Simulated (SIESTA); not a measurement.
SIESTA run on VOF (P2_1/c, 12 atoms in the cell): self-consistent single point.

Method: SIESTA with LDA PW92+U, numerical atomic orbitals TZP, PseudoDojo LDA standard norm-conserving potentials (rewritten from UPF to PSML).

```
VOF
1.0
    5.22628     0.00000     0.00000
    0.00000     4.67496     0.00000
   -0.23683     0.00000     5.70851
V O F
4 4 4
Direct
  0.22308   0.51846   0.84394
  0.77692   0.48154   0.15606
  0.77692   0.01846   0.65606
  0.22308   0.98154   0.34394
  0.08137   0.78003   0.62062
  0.91863   0.21997   0.37938
  0.91863   0.28003   0.87938
  0.08137   0.71997   0.12062
  0.41763   0.23118   0.61244
  0.58237   0.76882   0.38756
  0.58237   0.73118   0.88756
  0.41763   0.26882   0.11244
```
Moments meant for the start (each program seeds them in its own way; μB, in the order of the atoms V V V V O O O O F F F F): 2.0 2.0 2.0 2.0 0.0 0.0 0.0 0.0 0.0 0.0 0.0 0.0.

Reference input (self-consistent single point, DFT, LDA PW92, numerical atomic orbitals TZP, PseudoDojo LDA standard norm-conserving potentials (rewritten from UPF to PSML)): XC.functional = LDA; XC.authors = PW92; potentials = PseudoDojo LDA standard; PAO.BasisSize = TZP; PAO.EnergyShift = 0.01 Ry; MeshCutoff = 350 Ry; kgrid.MonkhorstPack = 5 6 5; OccupationFunction = FD; ElectronicTemperature = 100 meV; Spin = polarized; MaxSCFIterations = 150; SCF.Mixer.Method = Pulay. This run's input differs from it in these lines:

```diff
@@ -60,2 +60,11 @@
 %endblock DM.InitSpin
+DFTU.ProjectorGenerationMethod 2
+DFTU.CutoffNorm              0.9
+DFTU.FirstIteration          true
+%block DFTU.proj
+  V 1
+  n=3 2
+  3.00 0.00
+  0.00 0.00
+%endblock DFTU.proj
```

Log, with long lists cut:

```
        iscf     Eharris(eV)        E_KS(eV)     FreeEng(eV)     dDmax    Ef(eV) dHmax(eV)
   scf:    1   -12446.411894   -12475.005645   -12475.318022  0.774413 -2.522076 11.158385
     spin moment: {S} , |S| = {        0.0        0.0    7.99998 }     7.99998
   scf:    2   -12497.597146   -12487.256123   -12487.550205  0.062671 -3.251674  8.001602
     spin moment: {S} , |S| = {        0.0        0.0    8.00000 }     8.00000
   scf:    3   -12494.050041   -12497.223509   -12497.405820  0.080963 -4.781753  3.444409
     spin moment: {S} , |S| = {        0.0        0.0    8.00000 }     8.00000
   [... lines left out ...]
     spin moment: {S} , |S| = {        0.0        0.0    8.00000 }     8.00000
hubbard_term: recalculating local occupations   41
hubbard_term: maximum change in local occup.    0.000655
   scf:   53   -12498.958085   -12498.958079   -12498.964417  0.000015 -5.248167  0.000855
     spin moment: {S} , |S| = {        0.0        0.0    8.00000 }     8.00000
hubbard_term: recalculating local occupations   42
hubbard_term: maximum change in local occup.    0.000663
   scf:   54   -12498.958081   -12498.958082   -12498.964421  0.000010 -5.248177  0.000664
     spin moment: {S} , |S| = {        0.0        0.0    8.00000 }     8.00000
SCF Convergence by DM+H criterion
max |DM_out - DM_in|         :     0.0000096112
max |H_out - H_in|      (eV) :     0.0006643035
DFT+U population converged by dTol_pop criteria:
max |pop(DFT+U)_i - pop(DFT+U)_j|:     0.0006625487
SCF cycle converged after 54 iterations

Using DM_out to compute the final energy and forces
hubbard_term: recalculating local occupations   43
hubbard_term: maximum change in local occup.    0.000663
hubbard_term: recalculating Hamiltonian and forces

siesta: E_KS(eV) =           -12498.9607

siesta: E_KS - E_eggbox =    -12498.9607

siesta: Atomic forces (eV/Ang):
     1   -0.228315    0.109172   -0.024201
     2    0.228314   -0.109173    0.024201
     3    0.228310    0.109212    0.024183
     4   -0.228310   -0.109213   -0.024183
     5    0.005574    0.117919    0.054261
   [... lines left out ...]
siesta: FreeEng =    -12498.967001
siesta: Cell volume =        139.474002 Ang**3
siesta:        -166.40290144       -170.08708635  kBar
   [... lines left out ...]
     5    -0.455901    6.455901   -0.121884  O
     6    -0.455901    6.455901   -0.121884  O
     7    -0.455901    6.455901   -0.121883  O
     8    -0.455901    6.455901   -0.121883  O
     9    -0.209860    7.209860   -0.009119  F
    10    -0.209860    7.209860   -0.009119  F
    11    -0.209860    7.209860   -0.009119  F
    12    -0.209860    7.209860   -0.009119  F
 Total     0.000000                8.000000
```

The run converged in 54 iterations. Against the reference run the pressure goes from -22.39 to -16.64 GPa, the largest force goes from 1.210 to 0.254 eV/Å, a clean gap of 0.93 eV is found on the mesh, where there was none and the size of the net moment stays at 0.67 μB/atom.

The starting cell comes from a database of computed structures (which also holds hypothetical and non-ambient phases and stackings), without a prior relaxation at this level. The magnetic order is the one reached from the typed start; others were not searched systematically. With U or open f shells several self-consistent states can exist. Values carry the incompleteness of an atom-centred basis. With a pressure of about -17 GPa the cell is away from its equilibrium volume at this level.

Cost on one core of a shared machine: roughly 10 min.
